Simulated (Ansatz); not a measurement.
The starting structures come from a database of crystals and need not be the phases stable at ambient conditions.

 Where the default PAW files enter, the runs use the earlier of Ansatz's two default sets.

Input:

```yaml
crystal:
  lattice:
    - [5.64090, 0.00000, 0.00000]
    - [0.00000, 7.97744, 0.00000]
    - [2.82045, 3.98872, 2.82045]
  atoms:
    - { symbol: Sr, position: [0.50000, 0.25000, 0.00000] }
    - { symbol: Sr, position: [0.50000, 0.75000, 0.00000] }
    - { symbol: Ga, position: [0.00000, 0.00000, 0.00000] }
    - { symbol: Sb, position: [0.00000, 0.50000, 0.00000] }
    - { symbol: O, position: [0.50022, 0.25011, 0.49978] }
    - { symbol: O, position: [0.49978, 0.74989, 0.50022] }
    - { symbol: O, position: [0.00000, 0.74989, 0.50022] }
    - { symbol: O, position: [0.00000, 0.25011, 0.49978] }
    - { symbol: O, position: [0.00000, 0.25011, 0.00000] }
    - { symbol: O, position: [0.00000, 0.74989, 0.00000] }
```

Space group of this cell: Fm-3m. The cell is taken as given; by PBEsol its mean pressure is -5.9 GPa.

Transport runs along the normal of the first two printed cell vectors, the (110) plane of the conventional cell.

The gap is the functional's own. No spin-orbit coupling. Mid-gap values are interpolated on the energy grid.

Problem. Estimate the band gap and the smallest decay constant κ at mid-gap that PBEsol (Ansatz, a quantum-chemistry and plane-wave program) returns for this system.

Solution. Gap 0.66 eV on a 10×10×10 mesh; κ = 0.109 1/Å, at the zone centre.
